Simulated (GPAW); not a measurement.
**Input and output of a self-consistent single point for GaBi (F-43m, 2 atoms in the cell) (GPAW)**

Method: LDA (Perdew-Wang 92), GPAW PAW datasets LDA (gpaw-data 1.0.1) (plane waves; GPAW).

Input as run:

```python
from ase import Atoms
from ase.units import GPa
from gpaw import GPAW, PW

atoms = Atoms(['Ga', 'Bi'],
              cell=[[0.000000, 3.182665, 3.182665],
                    [3.182665, 0.000000, 3.182665],
                    [3.182665, 3.182665, 0.000000]],
              scaled_positions=[[0.250000, 0.250000, 0.250000],
                                [0.000000, 0.000000, 0.000000]],
              pbc=True)

calc = GPAW(mode=PW(600),
            xc='LDA',
            kpts={'size': (12, 12, 12), 'gamma': True},
            occupations={'name': 'methfessel-paxton', 'width': 0.2, 'order': 0},
            nbands=-8,
            convergence={'forces': 0.001},
            symmetry={'symmorphic': False, 'tolerance': 0.0005},
            maxiter=120,
            txt='-')

atoms.calc = calc

energy = atoms.get_potential_energy()
print('Energy (eV):', round(energy, 6))
forces = atoms.get_forces()
print('Forces (eV/Ang):')
print(forces.round(5))
stress = atoms.get_stress()
print('Stress (GPa, Voigt):', (stress / GPa).round(4))
```

Log, with long lists cut:

```
Input parameters:
  convergence: {forces: 0.001}
  kpts: {gamma: True,
         size: (12, 12, 12)}
  maxiter: 120
  mode: {ecut: 600.0,
         name: pw}
  nbands: -8
  occupations: {name: methfessel-paxton,
                order: 0,
                width: 0.2}
  symmetry: {symmorphic: False,
             tolerance: 0.0005}

species:
  Ga:
    name: Gallium
    Z: 31.0
    valence: 3
    core: 28
    charge: 0.0
    file: Ga.LDA.gz

    # Using partial waves for Ga as LCAO basis

  Bi:
    name: Bismuth
    Z: 83.0
    valence: 15
    core: 68
    charge: 0.0
    file: Bi.LDA.gz

    # Using partial waves for Bi as LCAO basis

Reference energy: -637346.403778  # eV

Spin-paired calculation

Convergence criteria:
 Maximum [total energy] change in last 3 cyles: 0.0005 eV / valence electron
 Maximum integral of absolute [dens]ity change: 0.0001 electrons / valence electron
 Maximum integral of absolute [eigenst]ate change: 4e-08 eV^2 / valence electron
 Maximum change in the atomic [forces] across last 2 cycles: 0.001 eV/Ang OR
Maximum error relative to the maximum force is below inf
 Maximum number of scf [iter]ations: 120

Symmetries present (total): 24
Symmetries with fractional translations: 0
1728 k-points: 12 x 12 x 12 Monkhorst-Pack grid + [1/24,1/24,1/24]
72 k-points in the irreducible part of the Brillouin zone
       k-points in crystal coordinates                weights
   0:    -0.00000000   -0.00000000   -0.00000000          1/1728
   1:     0.08333333    0.08333333   -0.00000000          6/1728
   2:     0.08333333    0.08333333    0.08333333          8/1728
   [... 7 lines left out ...]
          ...
  71:     0.50000000    0.50000000    0.50000000          4/1728

Wave functions: Plane wave expansion
  Cutoff energy: 600.000 eV
  Number of coefficients (min, max): 2109, 2180
  Pulay-stress correction: 0.000000 eV/Ang^3 (de/decut=0.000000)

Occupation numbers: Methfessel-Paxton:
  width: 0.2000  # eV
  order: 0

Eigensolver

Densities:
  Coarse grid: 27*27*27 grid
  Fine grid: 54*54*54 grid
  Total Charge: 0.000000

Density mixing:
  Method: separate
  Backend: pulay
  Linear mixing parameter: 0.05
  old densities: 5
  Damping of long wavelength oscillations: 50

Hamiltonian:
  XC and Coulomb potentials evaluated on a 54*54*54 grid
  External potential:
    NoExternalPotential

Number of atoms: 2
Number of atomic orbitals: 13
Number of bands in calculation: 17
Number of valence electrons: 18
Bands to converge: occupied

Density initialized from atomic densities
  13 bands from LCAO basis set
  4 bands from random numbers

Atomic positions and initial magnetic moments

Positions:
   0 Ga     1.591333    1.591333    1.591333    ( 0.0000,  0.0000,  0.0000)
   1 Bi     0.000000    0.000000    0.000000    ( 0.0000,  0.0000,  0.0000)

Unit cell:
           periodic     x           y           z      points  spacing
  1. axis:    yes    0.000000    3.182665    3.182665    27     0.1361
  2. axis:    yes    3.182665    0.000000    3.182665    27     0.1361
  3. axis:    yes    3.182665    3.182665    0.000000    27     0.1361

  Lengths:   4.500968   4.500968   4.500968
  Angles:   60.000000  60.000000  60.000000

Effective grid spacing dv^(1/3) = 0.1485

     iter     time        total  log10-change:
                         energy   eigst   dens  force
iter:   1 --:--:--    -8.964414
iter:   2 --:--:--    -8.967957   -1.96  -1.31
iter:   3 --:--:--    -8.933761   -2.57  -1.33
iter:   4 --:--:--    -8.936203   -3.32  -2.01
iter:   5 --:--:--    -8.935964c  -4.22  -2.21
iter:   6 --:--:--    -8.935759c  -4.16  -2.33
iter:   7 --:--:--    -8.935755c  -4.98  -3.08
iter:   8 --:--:--    -8.935758c  -6.38  -3.28
iter:   9 --:--:--    -8.935740c  -5.73  -3.23
iter:  10 --:--:--    -8.935779c  -5.20  -3.07
iter:  11 --:--:--    -8.935775c  -6.62  -3.40
iter:  12 --:--:--    -8.935804c  -5.67  -3.36
iter:  13 --:--:--    -8.935809c  -6.24  -3.76
iter:  14 --:--:--    -8.935810c  -6.81  -4.01c
iter:  15 --:--:--    -8.935807c  -7.03  -4.06c
iter:  16 --:--:--    -8.935808c  -6.54  -4.01c
iter:  17 --:--:--    -8.935808c  -7.71c -4.23c
iter:  18 --:--:--    -8.935808c  -7.78c -4.35c -16.98c

Converged after 18 iterations.

Dipole moment: (-2.551023, -2.551023, -2.551023) |e|*Ang

Energy contributions relative to reference atoms: (reference = -637346.403778)

Kinetic:        +22.910070
Potential:      -20.373241
External:        +0.000000
XC:             -10.086156
Entropy (-ST):   -0.004051
Local:           -1.384456
SIC:             +0.000000
--------------------------
Free energy:     -8.937834
Extrapolated:    -8.935808

Showing only first 2 kpts
 Kpt  Band  Eigenvalues  Occupancy
  0     7      4.24910    0.36556
  0     8      4.24910    0.36556
  0     9      4.24910    0.36556
  0    10      6.93920    0.00000

  1     7      3.92233    1.84022
  1     8      3.92233    1.84022
  1     9      4.85151    0.00000
  1    10      6.58819    0.00000

Fermi level: 4.12114

No gap
No difference between direct/indirect transitions
Energy (eV): -8.935808

Forces in eV/Ang:
  0 Ga   -0.00000    0.00000    0.00000
  1 Bi    0.00000    0.00000   -0.00000

Stress tensor:
     0.013717     0.000000     0.000000
     0.000000     0.013717     0.000000
     0.000000     0.000000     0.013717
Stress (GPa, Voigt): [2.1977 2.1977 2.1977 0.     0.     0.    ]
```

The run converged in 18 iterations. GPAW prints stress with tension positive.

The starting cell comes from a database of computed structures (which also holds hypothetical and non-ambient phases and stackings), without a prior relaxation at this level. Spin-orbit coupling is off.

Cost on one core of a shared machine: roughly 50 s.
